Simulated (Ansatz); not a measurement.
```
CELL_PARAMETERS angstrom
     -1.62421     1.62421     1.65669
      1.62421    -1.62421     1.65669
      1.62421     1.62421    -1.65669
ATOMIC_POSITIONS crystal
  Nb 0.00000 0.00000 0.00000
```

No spin polarisation.

Method: Kohn–Sham DFT with the LDA functional, run in Ansatz (a quantum-chemistry and plane-wave program) with PAW and 420 eV plane waves, no SOC. k-mesh 28×28×28 (Γ-centred); smearing 0.1 eV (Fermi–Dirac).

**Question.** What is the computed band gap?

**Answer.** Zero.

**Question.** Predict the pressure (mean of the normal stresses, compression positive).

**Answer.** -3.6 GPa.

The cells carry an imposed strain or load. No phonon test of stability was made. All final runs are without spin polarisation. The cell was made from Nb in the bcc (W type) structure (space group Im-3m, No. 229) by this change: uniaxial strain ε_zz = +2.00 %.
